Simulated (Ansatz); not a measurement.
```yaml
crystal:
  lattice:
    - [3.06513, 0.00000, 0.00000]
    - [-1.53257, 2.65448, 0.00000]
    - [0.00000, 0.00000, 30.75200]
  atoms:
    - { symbol: O, position: [0.33333, 0.66667, 0.29957] }
    - { symbol: Ga, position: [0.66667, 0.33333, 0.32208] }
    - { symbol: O, position: [0.66667, 0.33333, 0.38063] }
    - { symbol: Ga, position: [0.00000, 0.00000, 0.42260] }
    - { symbol: O, position: [0.33333, 0.66667, 0.44652] }
    - { symbol: O, position: [0.33333, 0.66667, 0.55033] }
    - { symbol: Ga, position: [0.00000, 0.00000, 0.57243] }
    - { symbol: O, position: [0.00000, 0.00000, 0.63099] }
    - { symbol: Ga, position: [0.66667, 0.33333, 0.67300] }
    - { symbol: O, position: [0.33333, 0.66667, 0.69677] }
```

Levels used, each named beside its values: PBE+D3(BJ) (plane waves to 420 eV, PAW; Ansatz, an electronic-structure program); PBE+D3(BJ) with spin-orbit coupling (plane waves to 420 eV, PAW; Ansatz). Geometries and values that name no level are of the first. Values not marked SOC have no spin–orbit coupling; PBE gaps are too small against experiment. Its k-point mesh 12×12×1, Fermi–Dirac width 0.01 eV. A dipole correction is on.

Task: Name the layers and their stacking, and give its binding and gap.

Result: 2 layers of Ga2O3-ML, started at antiparallel, shifted by (2/3,1/3) (facing O atop O, which symmetry holds and which is mostly a maximum against sliding; Ga2O3-ML a predicted or substrate-bound sheet, here free).
- step of the vacuum level across the stack (top less bottom) = +4.24 eV
- interaction energy of the frozen layers = -16.2 meV/Å²
- interaction energy without the D3 term at this geometry = +1.4 meV/Å²
- PBE gap over the mesh and listed points off it = closed
- PBE+SOC gap at the same geometry = closed or nearly so
